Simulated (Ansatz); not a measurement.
Consider C in the diamond structure (space group Fd-3m, No. 227; a = 3.5538 Å).

All numbers come from Ansatz (a quantum-chemistry and plane-wave program), PBEsol, PAW, cutoff 420 eV, spin-orbit coupling left out.

One change was made to it. Results:

```json
[
 {"quantity": "lattice parameter a", "base": "3.554 Å", "after": "3.500 Å"},
 {"quantity": "band gap", "base": "4.03 eV", "after": "4.14 eV"},
 {"quantity": "hole mass (degenerate bands, along [100])", "base": "0.29, 0.29, 0.52 mₑ (at Γ)", "after": "0.28, 0.28, 0.54 mₑ (at Γ)"},
 {"quantity": "gap character", "base": "indirect, Γ → Γ–X (75 % along)", "after": "indirect, Γ → Γ–X (75 % along)"}
]
```

Question: Which of these changes matches the shifts?
(A) pressure 22.5 GPa
(B) pressure 2.1 GPa
(C) pressure −2 GPa

Answer: A, pressure 22.5 GPa. For comparison, the band gap in the other runs: pressure 2.1 GPa gives 4.05 eV; pressure −2 GPa gives 4.02 eV.

Load acts through the strain it causes; cell and atoms are relaxed under it. Masses are band curvatures over ±0.01 Å⁻¹ around the edge. No phonon test of stability was made. No other phases were tried under pressure.
